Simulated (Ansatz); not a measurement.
ScPt₃ (Pm-3m), PBEsol, DFPT electron-phonon coupling, linearised Boltzmann equation run with Ansatz (an electronic-structure program): phonon-limited resistivity 14.2 μΩ·cm at 300 K, 19.0 μΩ·cm at 400 K, current-weighted mean free path 9.4 nm.

### Question
What temperature coefficient of resistance follows, and how does it compare with 1/T?

### Answer
(ρ₄₀₀ − ρ₃₀₀)/(100 K × ρ₃₀₀) = 3.38×10⁻³ K⁻¹, against 1/T = 3.33×10⁻³ K⁻¹ for a resistivity proportional to T. Impurities would add a constant and lower it.

### Question
Estimate the electronic thermal conductivity at 300 K by the Wiedemann-Franz law (L₀ = 2.44×10⁻⁸ W·Ω/K²).

### Answer
L₀T/ρ = 2.44×10⁻⁸ × 300/(14.2×10⁻⁸) = 51.5 W/(m·K). Inelastic scattering puts the true Lorenz number somewhat under L₀ near and below the Debye temperature.

### Question
Estimate the resistivity of a 40 nm square wire with diffuse walls from ρ ≈ ρ₀(1 + 3ℓ/4d).

### Answer
1 + 0.75 × 9.4/40 = 1.18, so ρ ≈ 16.7 μΩ·cm and a line 1 μm long has 104 Ω. The formula is the free-electron limit for d well above ℓ; grain boundaries add to it.

A metal at this level (no band gap). Only scattering by harmonic phonons is included (no impurities, grain boundaries, electron-electron scattering or thermal expansion). Spin-orbit coupling is left out, which matters with elements this heavy. Halving the electron mesh (20x20x20) moves the resistivity by up to 6 % at 300 K, the mean free path by up to 6 %. Smearing 0.20 eV; phonons on a 4x4x4 q mesh, which this run doesn't test.

Formula and space group known from diffraction (Crystallography Open Database), not checked to be the room-temperature form: ScPt3 (Pm-3m).
